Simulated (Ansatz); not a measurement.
Cell of (BeTe)7/(CuI)7 zinc blende (110) superlattice on BeTe, with its geometry taken from a PBE run:

```yaml
crystal:
  lattice:
    - [4.00514, 0.00000, 0.00000]
    - [0.00000, 5.66318, 0.00000]
    - [0.00000, 0.00000, 30.03312]
  atoms:
    - { symbol: Be, position: [0.00000, 0.99365, 0.00386] }
    - { symbol: Te, position: [0.50000, 0.23201, 0.00236] }
    - { symbol: Be, position: [0.50000, 0.47910, 0.06858] }
    - { symbol: Te, position: [0.00000, 0.72769, 0.06786] }
    - { symbol: Be, position: [0.00000, 0.97916, 0.13476] }
    - { symbol: Te, position: [0.50000, 0.22888, 0.13505] }
    - { symbol: Be, position: [0.50000, 0.47868, 0.20157] }
    - { symbol: Te, position: [0.00000, 0.72882, 0.20157] }
    - { symbol: Be, position: [0.00000, 0.97916, 0.26838] }
    - { symbol: Te, position: [0.50000, 0.22888, 0.26809] }
    - { symbol: Be, position: [0.50000, 0.47910, 0.33457] }
    - { symbol: Te, position: [0.00000, 0.72769, 0.33529] }
    - { symbol: Be, position: [0.00000, 0.99365, 0.39928] }
    - { symbol: Te, position: [0.50000, 0.23201, 0.40078] }
    - { symbol: Cu, position: [0.50000, 0.48269, 0.46972] }
    - { symbol: I, position: [0.00000, 0.77815, 0.47264] }
    - { symbol: Cu, position: [0.00000, 0.00717, 0.54801] }
    - { symbol: I, position: [0.50000, 0.29131, 0.54931] }
    - { symbol: Cu, position: [0.50000, 0.50667, 0.62554] }
    - { symbol: I, position: [0.00000, 0.79180, 0.62495] }
    - { symbol: Cu, position: [0.00000, 0.00537, 0.70157] }
    - { symbol: I, position: [0.50000, 0.29057, 0.70157] }
    - { symbol: Cu, position: [0.50000, 0.50667, 0.77760] }
    - { symbol: I, position: [0.00000, 0.79180, 0.77819] }
    - { symbol: Cu, position: [0.00000, 0.00717, 0.85513] }
    - { symbol: I, position: [0.50000, 0.29131, 0.85384] }
    - { symbol: Cu, position: [0.50000, 0.48269, 0.93342] }
    - { symbol: I, position: [0.00000, 0.77815, 0.93051] }
```

Level of theory: r2SCAN (plane waves to 500 eV, PAW; Ansatz, a program for electronic structure). No spin–orbit coupling. Its k-point mesh 6×4×1, Fermi–Dirac width 0.01 eV.

Task: Give the plane-averaged electrostatic potential energy of an electron along the normal (the smooth PAW potential), about its mean over the cell.

Result: 
```
z (Å) | V (eV)
    0.000 | ################## 0.58
    0.267 | ################ 0.23
    0.534 | ############## -0.13
    0.801 | ################## 0.52
    1.068 | ##################### 1.20
    1.201 | #################### 0.97
    1.468 | ################ 0.24
    1.735 | ################ 0.21
    2.002 | ################# 0.50
    2.269 | ################ 0.19
    2.536 | ############### 0.01
    2.803 | ################### 0.82
    3.070 | ###################### 1.51
    3.204 | ##################### 1.18
    3.470 | ################ 0.21
    3.737 | ############### 0.07
    4.004 | ################# 0.45
    4.271 | ################ 0.29
    4.538 | ################ 0.10
    4.805 | ################### 0.78
    5.072 | ###################### 1.43
    5.339 | ################## 0.64
    5.473 | ################ 0.23
    5.740 | ################ 0.12
    6.007 | ################# 0.47
    6.274 | ################ 0.26
    6.541 | ############### 0.07
    6.808 | ################### 0.78
    7.074 | ###################### 1.43
    7.341 | ################## 0.64
    7.475 | ################ 0.25
    7.742 | ################ 0.15
    8.009 | ################# 0.46
    8.276 | ################ 0.22
    8.543 | ############### 0.04
    8.810 | ################### 0.80
    9.077 | ###################### 1.51
    9.344 | ################## 0.66
    9.611 | ############### -0.03
    9.744 | ############### 0.03
   10.011 | ################# 0.45
   10.278 | ################# 0.35
   10.545 | ################ 0.12
   10.812 | ################## 0.68
   11.079 | ##################### 1.19
   11.346 | ################# 0.38
   11.613 | ############## -0.13
   11.746 | ############### 0.03
   12.013 | ################## 0.53
   12.280 | ################# 0.46
   12.547 | ################# 0.44
   12.814 | ###################### 1.33
   13.081 | ########################## 2.31
   13.348 | #################### 1.04
   13.615 | ######## -1.54
   13.882 | # -2.99
   14.015 |  -3.13
   14.282 | # -2.87
   14.549 | ###### -1.93
   14.816 | ################ 0.09
   15.083 | ########################## 2.21
   15.350 | ############################## 3.09
   15.617 | ######################## 1.81
   15.884 | ########### -0.82
   16.018 | ###### -1.95
   16.285 | # -3.01
   16.552 | # -3.01
   16.819 | #### -2.37
   17.086 | ############# -0.49
   17.352 | ######################## 1.88
   17.619 | ############################## 3.04
   17.886 | ######################### 2.04
   18.153 | ############# -0.36
   18.287 | ######## -1.50
   18.554 | ## -2.78
   18.821 | # -3.02
   19.088 | ## -2.63
   19.355 | ########### -0.88
   19.622 | ####################### 1.70
   19.889 | ############################## 3.08
   20.156 | ########################## 2.24
   20.289 | ##################### 1.13
   20.556 | ######## -1.38
   20.823 | ## -2.77
   21.090 | # -3.02
   21.357 | ## -2.66
   21.624 | ########## -1.05
   21.891 | ###################### 1.49
   22.158 | ############################## 3.03
   22.425 | ########################### 2.41
   22.558 | ###################### 1.35
   22.825 | ######### -1.23
   23.092 | ## -2.75
   23.359 | # -3.01
   23.626 | ## -2.68
   23.893 | ######### -1.19
   24.160 | ##################### 1.27
   24.427 | ############################# 2.93
   24.560 | ############################## 3.00
   24.827 | ####################### 1.58
   25.094 | ########### -0.84
   25.361 | ### -2.53
   25.628 |  -3.04
   25.895 | # -2.94
   26.162 | ####### -1.66
   26.429 | #################### 0.93
   26.696 | ############################# 2.89
   26.830 | ############################## 3.08
   27.097 | ######################### 1.95
   27.364 | ############## -0.25
   27.630 | ##### -2.14
   27.897 | # -2.94
   28.164 |  -3.12
   28.431 | #### -2.25
   28.698 | ################ 0.12
   28.832 | ###################### 1.37
   29.099 | ########################## 2.26
   29.366 | ##################### 1.15
   29.633 | ################# 0.39
   29.900 | ################## 0.50
```
